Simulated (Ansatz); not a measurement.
## Competing hops of interstitial In in crystalline InGaZnO4 (ordered Ga and Zn layers), charge state +3

Defect: interstitial In in crystalline InGaZnO4 (ordered Ga and Zn layers), charge state +3. Computed with PBE, PAW (plane waves to 420 eV; Ansatz, a quantum-chemistry and plane-wave program).

189-site cell at the relaxed PBE lattice, one k-point at (0.167, 0.250, 0.250), smearing 0.01 eV, spin-restricted, no finite-size correction. No zero-point or tunnelling terms. The charge state is imposed; whether it is stable for some Fermi level was not computed. Sites that were not tried may lie lower.

Barriers: single points on a 2×2×2 k-point mesh shifted by half a step along c at the bands' geometries.

```
Route                                         Start site over the lowest site run (eV)  Hop (Å)  Forward barrier (eV)  Backward barrier (eV)                   Neighbours at the start  Neighbours at the saddle                        Saddle order  Forward, on the band's own sampling (eV)
--------------------------------------------  ----------------------------------------  -------  --------------------  ---------------------  ----------------------------------------  ------------------------  ----------------------------------  ----------------------------------------
several atoms move together, In the farthest                                      0.00     1.98                  0.72                   0.39  3 O at 2.13, 3 O at 2.33; 3 Zn at 2.55 Å  2 O at 2.02, O at 2.07 Å  not checked, on a symmetry element                                      0.72
```

Paths come from climbing-image nudged elastic band runs.  A band can be held on a symmetry element, so unchecked saddle points there may be too high.

The whole set of runs took roughly 20 core-hours.
